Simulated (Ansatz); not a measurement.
Effect of tensor shear ε_xy = +0.57 % on Rh

Base system: Rh in the fcc (Cu type) structure (space group Fm-3m, No. 225; a = 3.755 Å; relaxed with 0.1 eV smearing). Axes: x, y, z lie along the cube axes.

The change: a pure shear with ε_xy = ε_yx = 0.0057; the atoms relax in the strained cell.

All numbers come from Ansatz (an electronic-structure program), LDA, PAW, cutoff 420 eV, without spin-orbit coupling. k-mesh 30×30×30 (Γ-centred); smearing 0.1 eV (Fermi–Dirac).

```csv
quantity,base,changed,shift
volume per atom,13.24 Å³,13.24 Å³,0.00 Å³
space group,Fm-3m (No. 225),Immm (No. 71),–
shortest interatomic distance,2.655 Å,2.640 Å,-0.015 Å
energy relative to the base (free energy F),0 meV/atom,+1.2 meV/atom,+1.2 meV/atom
"pressure (mean of the normal stresses, compression positive)",0.0 GPa,0.1 GPa,+0.1 GPa
band gap,zero,zero,–
"stress (xx, yy, zz, yz, xz, xy; compression positive)",–,"(0.1, 0.1, 0.0, 0.0, 0.0, -2.5) GPa",–
```

Cost of the whole job for the changed cell (relaxation, final SCF and bands): very roughly 60 core-seconds.

No phonon test of stability was made. The final runs are not spin-polarised.
